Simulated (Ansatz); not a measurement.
Band structure of V₂OF₅ (C2, 8 atoms in the cell).

```
V2OF5
1.0
    4.23736    -2.43783     0.00000
    4.23736     2.43783     0.00000
   -0.12700     0.00000     4.58513
V O F
2 1 5
Direct
  0.66974   0.64368   0.23573
  0.35632   0.33026   0.76427
  0.62101   0.37899   0.00000
  0.35945   0.64055   0.50000
  0.00169   0.36167   0.49874
  0.63833   0.99831   0.50126
  0.35915   0.00077   0.99684
  0.99923   0.64085   0.00316
```
Moments meant for the start (each program seeds them in its own way; μB, in the order of the atoms V V O F F F F F): 2.0 2.0 0.0 0.0 0.0 0.0 0.0 0.0.

Method: PBEsol, PAW files made with PBE (plane waves; Ansatz, a first-principles code).

Settings: kpoints.mp_grid.grid = 3 3 3; hamiltonian.xc = pbesol; hamiltonian.pseudopotentials = {kind: paw} (the program's default PAW files); magnetization.spin_polarized = true; scf.occupations.method = fermi_dirac; scf.occupations.width = 0.01 eV; kpoints.band_path.npoints = 8.

The starting cell comes from a database of computed structures (which also holds hypothetical and non-ambient phases and stackings), without a prior relaxation at this level. The magnetic order is the one reached from the typed start; others were not searched systematically.

Levels in eV from the Fermi level, bands 32 to 39 of the first spin channel:
| point | 32 | 33 | 34 | 35 | 36 | 37 | 38 | 39 |
|---|---|---|---|---|---|---|---|---|
| Γ | -3.13 | -0.68 | -0.26 | -0.07 | -0.04 | 0.85 | 1.13 | 1.82 |
| Y | -3.37 | -0.57 | -0.31 | -0.16 | 0.16 | 0.88 | 0.99 | 1.39 |
| F | -3.15 | -0.64 | -0.34 | -0.13 | 0.03 | 0.89 | 1.12 | 1.57 |
| L | -3.69 | -0.42 | -0.10 | -0.02 | 0.10 | 0.70 | 0.87 | 1.97 |
| I | -3.54 | -0.26 | -0.24 | -0.10 | -0.05 | 0.82 | 0.86 | 2.13 |

Bands cross the Fermi level along this path, so the cell is metallic at this level.

The net moment of the cell came out as 3.00 μB.

Keys are those of Ansatz 0.2.
